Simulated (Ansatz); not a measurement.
Amorphous Si₂₁Ge₃O₄₈, 72 atoms at 2.40 g/cm³, one PBE-relaxed geometry, zone centre. Methods: PBE, scalar-relativistic without spin-orbit coupling (Ansatz, a first-principles code); r2SCAN, scalar-relativistic without spin-orbit coupling (Ansatz); HSE06, scalar-relativistic without spin-orbit coupling (Ansatz). Plane waves to 420 eV (r2SCAN 500 eV); exact exchange is cut at the cell's faces. All rungs ran without spin polarisation.

The cell was made by melting and quenching with the CHGNet potential and then relaxed with DFT. O atoms were pushed apart under 1.9 Å during the dynamics, to hinder bonds among them. The hot cell started wider than the set density and was brought back towards it in steps. It is the lowest in DFT energy of 2 quenches. It is a model cell: composition and starting density were chosen by hand, and all elements were melted together. No dispersion term was used. Its density started from a set value of 2.52 and ended at 2.40 g/cm³. The quench (nominally 390 K/ps over its main leg) was far faster than any real one, so the model tends to hold more defects than a real film. Values belong to this one cell and scatter from quench to quench. Volume and shape were free in the relaxation.

The relaxation ran on the zone centre alone. At PBE the gap is 4.38 eV on a 2×2×2 Γ-centred mesh, and the spacing at the zone centre alone 4.41 eV.

**Question.** What zone-centre spacing does r2SCAN give, roughly?

**Answer.** 5.10 eV (+0.69 eV against PBE).

**Question.** What zone-centre spacing does HSE06 give, roughly?

**Answer.** 6.33 eV (+1.92 eV against PBE).

The highest filled and the lowest empty state spread over these numbers of atoms (participation numbers): PBE: 15.8 and 23.4; r2SCAN: 22.0 and 23.4; HSE06: 22.5 and 26.8.
